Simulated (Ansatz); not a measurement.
**CdSe, response to strain**

Consider CdSe in the zinc blende structure (space group F-43m, No. 216; a = 6.082 Å). Axes: x, y, z lie along the cube axes.

Strains are applied to the cell and any free atomic positions relax; under biaxial strain the out-of-plane vector relaxes too.

Method: plane-wave PAW DFT at the PBEsol level (Ansatz, a first-principles code, 420 eV), no spin-orbit coupling, earlier PAW set.

Candidates:
(a) uniaxial strain ε_zz = +1.55 %
(b) biaxial strain −1.51 %, plane normal [110], relaxed out of plane
(c) isotropic strain −0.30 %
(d) strain tensor (xx, yy, zz, yz, xz, xy) = (−0.70, −0.89, +0.97, −0.92, −0.76, +0.67) %
(e) uniaxial strain ε_zz = −3.18 %

Notes on the quantities. energy relative to the base: free energy F.

Q: Order them by energy relative to the base, lowest first.

A: (c) isotropic strain −0.30 % (+0.4 meV/atom), (a) uniaxial strain ε_zz = +1.55 % (+1.3 meV/atom), (d) strain tensor (xx, yy, zz, yz, xz, xy) = (−0.70, −0.89, +0.97, −0.92, −0.76, +0.67) % (+2.0 meV/atom), (b) biaxial strain −1.51 %, plane normal [110], relaxed out of plane (+3.0 meV/atom), (e) uniaxial strain ε_zz = −3.18 % (+5.8 meV/atom)

Whether these cells are dynamically stable was not tested.
